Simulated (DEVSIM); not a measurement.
Structure: Ge p-i-n diode, at 300 K.

Layer 1 from the left is Ge, thickness (μm) 1.80, Na (cm⁻³) 3.2e17, τn (s) 1.2e-7, τp (s) 3.9e-7. Layer 2 from the left is Ge, thickness (μm) 29.0, Nd (cm⁻³) 3.9e13, τn (s) 3.9e-7, τp (s) 3.9e-7. Layer 3 from the left is Ge, thickness (μm) 1.20, Nd (cm⁻³) 3.3e17, τn (s) 3.9e-7, τp (s) 3.9e-7.

Left contact: ohmic. Right contact: ohmic. Voltage is applied to the left contact. Recombination: SRH at mid-gap, radiative, Auger. Mobility is μmin + (μ − μmin)/(1 + (N/Nref)^α).

The device is made up for the run: typed textbook-type constants, with dimensions and the other settings drawn at random. Values at 300 K.

Ge: gap (eV) 0.664, affinity (eV) 4, permittivity 16, Nc (cm⁻³) 1.04e19, Nv (cm⁻³) 6e18, μn (cm²/Vs) 3900, μp (cm²/Vs) 1900, μn,min 150, μp,min 100, Nref,n 2.6e17, Nref,p 4e17, αn 0.56, αp 0.6, B (cm³/s) 6.4e-14, Cn (cm⁶/s) 1e-31, Cp (cm⁶/s) 1e-31.

Model (solved in DEVSIM): 1D drift-diffusion, Boltzmann statistics, complete ionisation; no tunnelling, impact ionisation, image-force lowering or self-heating.

Problem. What does the simulation give for the dark forward voltage at 1 A/cm², the potential step across the device at zero bias, the dark forward voltage at 100 A/cm²?

Solution. dark forward voltage at 1 A/cm² 0.210 V; potential step across the device at zero bias 0.499 V; dark forward voltage at 100 A/cm² 0.370 V.
